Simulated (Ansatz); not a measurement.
**Habitual settings against a tight run: TaSi2 (P6_222, 9 atoms in the cell)**

Self-consistent single point.

```
TaSi2
1.0
    4.79772     0.00000     0.00000
   -2.39886     4.15495     0.00000
    0.00000     0.00000     6.56119
Ta Si
3 6
Cartesian
 -1.19943   2.07747   1.09353
  2.39886   0.00000   3.28060
  1.19943   2.07747   5.46766
  2.39886   2.83687   3.28060
 -1.25737   3.49591   5.46766
  1.14149   0.65904   1.09353
  0.00000   1.31807   3.28060
  3.65623   0.65904   5.46766
  1.25737   3.49591   1.09353
```

Method of the run: r2SCAN, PAW files made with PBE (plane waves; Ansatz, an electronic-structure program).

Base settings: basis.ecutwfc = 500 eV; kpoints.mp_grid.grid = 8 8 5; hamiltonian.xc = r2scan; hamiltonian.pseudopotentials = {kind: paw} (the program's default PAW files); scf.occupations.method = cold; scf.occupations.width = 0.272 eV.

Tight run (finer mesh or higher cutoff; not a proven limit): basis.ecutwfc: 500 eV → 700 eV; kpoints.mp_grid.grid: 8 8 5 → 11 11 7; scf.convergence.dr2_threshold: default (1e-07 eV) → 1e-09 eV. It gave Fermi level (on the code's own zero) 15.05 eV; pressure -1.41 GPa; largest force (vector length) 0.025 eV/Å.

Quick runs, as changes from the base:
- A: the base itself
- B: basis.ecutwfc: 500 eV → 210 eV; kpoints.mp_grid.grid: 8 8 5 → 4 4 4; hamiltonian.xc: r2scan → lda; scf.convergence.dr2_threshold: default (1e-07 eV) → 0.0001 eV [LDA (PW92)]
- C: basis.ecutwfc: 500 eV → 250 eV; kpoints.mp_grid.grid: 8 8 5 → 8 8 8; scf.occupations.width: 0.272 eV → 0.2 eV
- D: basis.ecutwfc: 500 eV → 295 eV; kpoints.mp_grid.grid: 8 8 5 → 8 8 8; hamiltonian.xc: r2scan → lda [LDA (PW92)]

Energies are extrapolated to zero smearing width, which holds to low order in the width alone.

Dashes: energy of B, D, another energy zero; count of B, D, another kind of functional, whose work the count does not hold.

† marks runs with another functional, U, potentials or spin treatment: their distance from the tight run is not a convergence error alone.

The count of work is k-points × plane waves × bands × iterations; it is no time. 

Pressures in the table are Ansatz's without its Pulay estimate, at a fixed set of plane waves; the tight run's value above holds the estimate.

The starting cell comes from a database of computed structures (which also holds hypothetical and non-ambient phases and stackings), without a prior relaxation at this level. Its lattice was rescaled by a random factor within 2.5 % of one. Spin polarisation is off.

```tsv
run	energy less tight (meV/atom)	pressure less tight (GPa)	largest miss in a force vector (eV/Å)	count of work / tight
A	-0.2	-0.02	0.007	0.25
B†	–	-36.53	0.117	–
C	137.2	-9.94	0.028	0.15
D†	–	-6.55	0.112	–
```

Among the runs at the tight run's level, the energy misses run from 0.2 to 137.2 meV/atom.

Left out of this page: 2 runs of the series unsound by tests on forces, stress, charge or solver warnings.

Keys are those of Ansatz 0.2.
